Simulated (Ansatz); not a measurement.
## bcc W: the defect S on the W site (S_W)

All values below come from PBE, PAW (plane waves to 420 eV; Ansatz, a first-principles code). Details: 54-site cell; 4×4×4 shifted k-points; start: the W site; no spin–orbit coupling; not converged in cell size; the relaxation kept the symmetry of the starting site.

Neighbours after relaxation, in Å: of the S atom: W 2.74, W 2.74, W 2.74, W 2.74, W 2.74, W 2.74, W 2.74, W 2.74 (the shell may go on).

Formation energies E_f are those of the neutral cell. Chemical conditions: impurity bounded by its compound with the host (Δμ(W) = 0.00 eV, Δμ(S) = -1.26 eV, bounded by bulk 2H WS2; only phases computed here count, gases as isolated molecules at 0 K). Reference phases: S: S8 molecule in a box, W: bcc W.

```json
[
 {"charge": "0", "moment (μB)": "not spin-polarised", "point group": "Oh", "largest move off a lattice site (Å)": "0.04", "E_f, impurity bounded by its compound with the host (eV)": "3.50"}
]
```

Point groups are those of the whole cell at tolerances of 0.03 and 0.1 Å ("near" where only the looser one holds); none is given for unsettled states.

All states together cost roughly 11 core-minutes.
